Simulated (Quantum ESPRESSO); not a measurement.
## Habitual settings against a tight run: LaSi (Pnma, 8 atoms in the cell)

Self-consistent single point.

```xyz
8
Lattice="8.4807 0.0000 0.0000 0.0000 4.0017 0.0000 0.0000 0.0000 6.0610" Properties=species:S:1:pos:R:3 pbc="T T T"
La     5.7659     1.0004     2.3468
La     2.7148     3.0013     3.7142
La     6.9551     3.0013     5.3774
La     1.5256     1.0004     0.6837
Si     4.5199     1.0004     5.3567
Si     3.9608     3.0013     0.7044
Si     8.2012     3.0013     2.3262
Si     0.2795     1.0004     3.7349
```

Computed with PBEsol, GBRV 1.5 ultrasoft (PBESOL) pseudopotentials (plane waves; Quantum ESPRESSO).

Base settings: ecutwfc = 40 Ry; ecutrho = 200 Ry; occupations = smearing; smearing = fermi-dirac; degauss = 0.0073499 Ry; potentials = {La: la_pbesol_v1.uspp.F.UPF, Si: si_pbesol_v1.uspp.F.UPF}; K_POINTS = automatic 3 6 4 0 0 0; conv_thr = 1e-09 Ry; mixing_beta = 0.4.

Tight run (finer mesh or higher cutoff; not a proven limit): ecutwfc: 40 Ry → 56 Ry; ecutrho: 200 Ry → 280 Ry; conv_thr: 1e-09 Ry → 7.3e-11 Ry; K_POINTS: automatic 3 6 4 0 0 0 → automatic 5 9 6 0 0 0. It gave Fermi level (on the code's own zero) 10.67 eV; pressure -2.55 GPa; largest force (vector length) 0.050 eV/Å.

Quick runs, as changes from the base:
- A: the base itself
- B: ecutwfc: 40 Ry → 20 Ry; ecutrho: 200 Ry → 100 Ry; K_POINTS: automatic 3 6 4 0 0 0 → automatic 4 4 4 0 0 0
- C: ecutwfc: 40 Ry → 24 Ry; ecutrho: 200 Ry → 120 Ry; conv_thr: 1e-09 Ry → 7.3e-06 Ry; K_POINTS: automatic 3 6 4 0 0 0 → automatic 3 3 3 0 0 0
- D: ecutwfc: 40 Ry → 20 Ry; ecutrho: 200 Ry → 100 Ry; smearing: fermi-dirac → methfessel-paxton; degauss: 0.0073499 Ry → 0.036749 Ry; conv_thr: 1e-09 Ry → 7.3e-06 Ry; K_POINTS: automatic 3 6 4 0 0 0 → automatic 2 2 2 0 0 0

Energies are extrapolated to zero smearing width, which holds to low order in the width alone (under cold and Methfessel-Paxton smearing the free energy itself is taken).

Dashes: pressure of C, D, not trusted under this conv_thr with d or f elements; time of C, D, under 30 s.

The count of work is k-points × plane waves × bands × iterations; it is no time. Core times come from one kind of shared machine and are given to one figure; runs under 30 s give none.

The starting cell comes from a database of computed structures (which also holds hypothetical and non-ambient phases and stackings), without a prior relaxation at this level. Its lattice was rescaled by a random factor within 2.5 % of one.

```csv
run,energy less tight (meV/atom),pressure less tight (GPa),largest miss in a force vector (eV/Å),count of work / tight,core time / tight (rough)
A,-0.4,-0.03,0.028,0.19,0.2
B,12.1,-0.72,0.073,0.069,0.08
C,7.9,–,0.204,0.019,–
D,-0.6,–,0.547,0.012,–
```

Among the runs at the tight run's level, the energy misses run from 0.4 to 12.1 meV/atom.

Left out of this page: 2 runs of the series outside the window shown, repeating another row's setting, or not comparable.
